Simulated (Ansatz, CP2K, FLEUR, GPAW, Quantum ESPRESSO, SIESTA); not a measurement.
## One structure in several programs: CdPPd5 (P4/mmm, 7 atoms in the cell)

Self-consistent single point.

```
CdPPd5
1.0
    3.89942     0.00000     0.00000
    0.00000     3.89942     0.00000
    0.00000     0.00000     6.93431
Cd P Pd
1 1 5
Cartesian
  1.94971   1.94971   0.00000
  0.00000   0.00000   3.46716
  0.00000   0.00000   0.00000
  1.94971   0.00000   4.84903
  1.94971   0.00000   2.08529
  0.00000   1.94971   4.84903
  0.00000   1.94971   2.08529
```

All programs got the same cell, k-point mesh and kind of occupations (in Ansatz's words: kpoints.mp_grid.grid = 7 7 4; scf.occupations.method = fermi_dirac; scf.occupations.width = 0.1 eV); potentials, basis and cutoffs are each program's usual ones.

| code | model | pressure (GPa) | largest force (eV/Å) | k-points | cutoff |
|---|---|---|---|---|---|
| CP2K | PBEsol, GPW, DZVP-MOLOPT-PBE-GTH basis, GTH-PBE potentials (POTENTIAL_UZH) | 3.11 | 0.140 | 99 | grid 500 Ry |
| SIESTA | GGA PBEsol, numerical atomic orbitals DZP, PseudoDojo PBEsol standard norm-conserving potentials (rewritten from UPF to PSML) | 2.18 | 0.294 | 102 | grid 400 Ry |
| Quantum ESPRESSO | PBEsol, GBRV 1.5 ultrasoft (PBESOL) pseudopotentials | 1.48 | 0.052 | 30 | 40 Ry |
| GPAW | PBEsol, GPAW PAW datasets PBEsol (made by gpaw-setup) | 1.44 | 0.111 | 30 | 600 eV |
| Ansatz | PBEsol, PAW files made with PBE | 0.73 | 0.036 | 30 | default |
| FLEUR | PBEsol, all-electron FLAPW (FLEUR), scalar-relativistic valence | – | 0.054 | 30 | Kmax 4.4 1/bohr |

A dash marks a value that a program does not give, or that is left out as unsure.

The spread over the programs that give each value: pressure within 2.38 GPa; largest force within 0.258 eV/Å.

The starting cell comes from a database of computed structures (which also holds hypothetical and non-ambient phases and stackings), without a prior relaxation at this level. Its lattice was rescaled by a random factor within 2.5 % of one. On Ansatz's run: Spin polarisation is off; with an odd number of electrons in the cell that forces a metal, and a magnetic state may lie lower.

Task: Why do the programs differ, and what cannot be compared?

Result: Differences of this kind can come from the potentials, where these differ, and from what each basis and cutoff leave unconverged. The valence holds different numbers of electrons (CP2K 107, SIESTA 115, Quantum ESPRESSO 97, GPAW 97, Ansatz (a program for electronic structure) 115, FLEUR 103). The zero of total energies and Fermi levels follows the potentials and each program's conventions, so they are not compared here. CP2K and SIESTA use small atom-centred bases, whose incompleteness enters pressures, forces and empty levels differently from a plane-wave cutoff. FLEUR treats all electrons, but the usual bases taken here (sphere radii, linearisation, local orbitals, empty states) were not tested for convergence, so the values are no reference for the others. Ansatz's pressure is given at a fixed set of plane waves, as the other plane-wave codes print theirs; with its correction for the finite basis it is 0.77 GPa. The programs reduce the same mesh by symmetry to different extents, which changes the work and not the result. In the pressure, CP2K (by 1.66) lies more than 1 GPa from the median of the plane-wave programs. In the force vectors, CP2K (by 0.088) and SIESTA (by 0.242) lie more than 0.08 eV/Å from the median of the plane-wave programs.

Left out of this page: ABINIT (stopped by limits of time or memory).

Keys are those of Ansatz 0.2.
